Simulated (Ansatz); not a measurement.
# A computed series for hypothetical P6_3/mmc GeS2: pressure series

The reference is GeS$_{2}$ in the 2H-MoS2 type structure (space group P6_3/mmc, No. 194; a hypothetical phase, not in the database extracts checked; layered, stacked along the Cartesian z axis).

```xyz
6
Lattice="3.4275 0.0000 0.0000 -1.7138 2.9683 0.0000 0.0000 0.0000 10.6216" Properties=species:S:1:pos:R:3 pbc="T T T"
Ge     0.0000     1.9789     2.6554
Ge     1.7138     0.9894     7.9662
S      0.0000     1.9789     6.4356
S      1.7138     0.9894     1.1247
S      1.7138     0.9894     4.1861
S      0.0000     1.9789     9.4969
```

Cell and atoms are relaxed at each pressure.

Computed with plane-wave PAW DFT at the PBE-D3(BJ) level (Ansatz, a first-principles code, 420 eV), no SOC, earlier PAW set.

Two rows of this table had their results exchanged by mistake.

```json
[
 {"pressure": "pressure −2 GPa", "volume per atom (Å³)": "18.62", "shortest distance (Å)": "2.516", "band gap": "zero"},
 {"pressure": "pressure −1 GPa", "volume per atom (Å³)": "18.30", "shortest distance (Å)": "2.509", "band gap": "zero"},
 {"pressure": "pressure 3 GPa", "volume per atom (Å³)": "17.30", "shortest distance (Å)": "2.481", "band gap": "zero"},
 {"pressure": "pressure 7 GPa", "volume per atom (Å³)": "11.47", "shortest distance (Å)": "2.272", "band gap": "zero"},
 {"pressure": "pressure 15 GPa", "volume per atom (Å³)": "15.46", "shortest distance (Å)": "2.416", "band gap": "zero"},
 {"pressure": "pressure 30 GPa", "volume per atom (Å³)": "14.00", "shortest distance (Å)": "2.360", "band gap": "zero"},
 {"pressure": "pressure 50 GPa", "volume per atom (Å³)": "12.67", "shortest distance (Å)": "2.309", "band gap": "zero"},
 {"pressure": "pressure 75 GPa", "volume per atom (Å³)": "16.56", "shortest distance (Å)": "2.456", "band gap": "zero"},
 {"pressure": "pressure 100 GPa", "volume per atom (Å³)": "10.58", "shortest distance (Å)": "2.257", "band gap": "zero"}
]
```

Question: Which two?

Answer: The rows for pressure 7 GPa and pressure 75 GPa: the volume has to fall steadily with pressure, so 16.56 Å³ belongs to pressure 7 GPa and 11.47 Å³ to pressure 75 GPa.

Load acts through the strain it causes; cell and atoms are relaxed under it. No phonon test of stability was made. Competing high-pressure phases were not computed. All final runs are without spin polarisation.
